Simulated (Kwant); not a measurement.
Model system: stadium cavity between two wires in a InSb two-dimensional gas. Effective mass 0.014 mₑ, grid spacing 17 nm, hard walls, nominal width 200 nm (11 grid rows, so walls 204 nm apart), one parabolic valley, scattering region 1400 nm long along x; energies count from the band bottom; Fermi energy swept from 0.00053719 to 0.0080578 eV. Cavity of radius 290 nm, straight part 290 nm, centre moved sideways by 120 nm.

Constants are typed, rounded textbook-type inputs, not results; the design itself was drawn at random and stands for no fabricated device.

Model: effective-mass tight-binding model on a square grid, one spin, coherent transport at 0 K (Kwant). Conductance is in e²/h.

Task: How many channels do the leads carry at E = 4.33, 4.46, 4.52 meV?

Result: The hard-wall thresholds are n² ħ²π²/(2mW²) = n² × 0.645 meV with W = 204 nm. √(4.33/0.645) = 2.59, so 2. √(4.46/0.645) = 2.63, so 2. √(4.52/0.645) = 2.65, so 2.
